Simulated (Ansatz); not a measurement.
Given:

End structure of the (0001) surface of wurtzite GaN, Ga-terminated, H on every top atom (bottom of the slab: 3 H on 4 bottom sites):

```yaml
crystal:
  lattice:
    - [6.43695, 0.00000, 0.00000]
    - [-3.21848, 5.57456, 0.00000]
    - [0.00000, 0.00000, 30.00000]
  atoms:
    - { symbol: N, position: [0.33361, 0.16639, 0.30770] }
    - { symbol: N, position: [0.83278, 0.16639, 0.30770] }
    - { symbol: N, position: [0.33361, 0.66722, 0.30770] }
    - { symbol: N, position: [0.83333, 0.66667, 0.30536] }
    - { symbol: Ga, position: [0.16667, 0.33333, 0.32859] }
    - { symbol: Ga, position: [0.67399, 0.34797, 0.32734] }
    - { symbol: Ga, position: [0.15203, 0.82601, 0.32734] }
    - { symbol: Ga, position: [0.67399, 0.82601, 0.32734] }
    - { symbol: N, position: [0.16667, 0.33333, 0.39334] }
    - { symbol: N, position: [0.66667, 0.33333, 0.39334] }
    - { symbol: N, position: [0.16667, 0.83333, 0.39334] }
    - { symbol: N, position: [0.66667, 0.83333, 0.39334] }
    - { symbol: Ga, position: [0.33333, 0.16667, 0.41489] }
    - { symbol: Ga, position: [0.83333, 0.16667, 0.41489] }
    - { symbol: Ga, position: [0.33333, 0.66667, 0.41489] }
    - { symbol: Ga, position: [0.83333, 0.66667, 0.41489] }
    - { symbol: N, position: [0.33313, 0.16687, 0.48042] }
    - { symbol: N, position: [0.83373, 0.16687, 0.48042] }
    - { symbol: N, position: [0.33313, 0.66627, 0.48042] }
    - { symbol: N, position: [0.83333, 0.66667, 0.48048] }
    - { symbol: Ga, position: [0.16667, 0.33333, 0.50266] }
    - { symbol: Ga, position: [0.66670, 0.33340, 0.50250] }
    - { symbol: Ga, position: [0.16660, 0.83330, 0.50250] }
    - { symbol: Ga, position: [0.66670, 0.83330, 0.50250] }
    - { symbol: N, position: [0.16667, 0.33333, 0.56794] }
    - { symbol: N, position: [0.66663, 0.33325, 0.56784] }
    - { symbol: N, position: [0.16675, 0.83337, 0.56784] }
    - { symbol: N, position: [0.66663, 0.83337, 0.56784] }
    - { symbol: Ga, position: [0.33338, 0.16662, 0.59088] }
    - { symbol: Ga, position: [0.83324, 0.16662, 0.59088] }
    - { symbol: Ga, position: [0.33338, 0.66676, 0.59088] }
    - { symbol: Ga, position: [0.83333, 0.66667, 0.59083] }
    - { symbol: N, position: [0.33335, 0.16665, 0.65526] }
    - { symbol: N, position: [0.83331, 0.16665, 0.65526] }
    - { symbol: N, position: [0.33335, 0.66669, 0.65526] }
    - { symbol: N, position: [0.83333, 0.66667, 0.65522] }
    - { symbol: Ga, position: [0.16667, 0.33333, 0.68138] }
    - { symbol: Ga, position: [0.66668, 0.33337, 0.68137] }
    - { symbol: Ga, position: [0.16663, 0.83332, 0.68137] }
    - { symbol: Ga, position: [0.66668, 0.83332, 0.68137] }
    - { symbol: H, position: [0.33197, 0.16803, 0.27351] }
    - { symbol: H, position: [0.83607, 0.16803, 0.27351] }
    - { symbol: H, position: [0.33197, 0.66393, 0.27351] }
    - { symbol: H, position: [0.16667, 0.33333, 0.73316] }
    - { symbol: H, position: [0.66676, 0.33353, 0.73315] }
    - { symbol: H, position: [0.16647, 0.83324, 0.73315] }
    - { symbol: H, position: [0.66676, 0.83324, 0.73315] }
```

Set-up: 47 atoms, 13.8 Å thick at the start with caps and adatoms (thin: gaps and levels are the slab's own); mesh 4x4x1; 0.025 eV smearing; dipole correction on; 8 atoms held, the rest relaxed; start symmetry kept, larger cells not searched; spin-polarised, no spin-orbit, no U. The slab shows no gap on its mesh. The starting moment vanished. It is one candidate, not shown to be the stable structure of the face.

Predict the work function of the top face from PBE in Ansatz (a first-principles code).

7.41 eV
